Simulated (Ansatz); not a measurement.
We consider Ag2O3 (Fdd2, No. 43), described by PBEsol in Ansatz (PAW).

Run with plane-wave cutoff 500 eV, 12×12×12 k mesh, gaussian smearing 0.02 eV, no spin polarisation, scalar-relativistic PAW data made under PBE.

Cell (relaxed at this level):

```xyz
10
Lattice="0.0000 6.4100 1.8511 5.2179 0.0000 1.8511 5.2179 6.4100 0.0000" Properties=species:S:1:pos:R:3 pbc="T T T"
Ag     3.9932     9.0168     1.8521
Ag     6.4425     3.8033     1.8521
Ag     3.8336     5.8117     2.7776
Ag     6.6022     7.0083     2.7776
O      7.6551     5.3535     2.3390
O      2.7806     7.4666     2.3390
O      5.3896     2.1485     1.4134
O      5.0462    10.6716     1.4134
O      5.2179     6.4100     1.5330
O      7.8268     9.6151     2.4585
```

Task: Estimate the band gap that the calculation returns.

Result: 
- band gap = 0.45 eV (on the SCF k mesh)

Spin–orbit coupling is not included.

Static lattice: no zero-point or thermal effects.

Ansatz is a program for electronic structure.
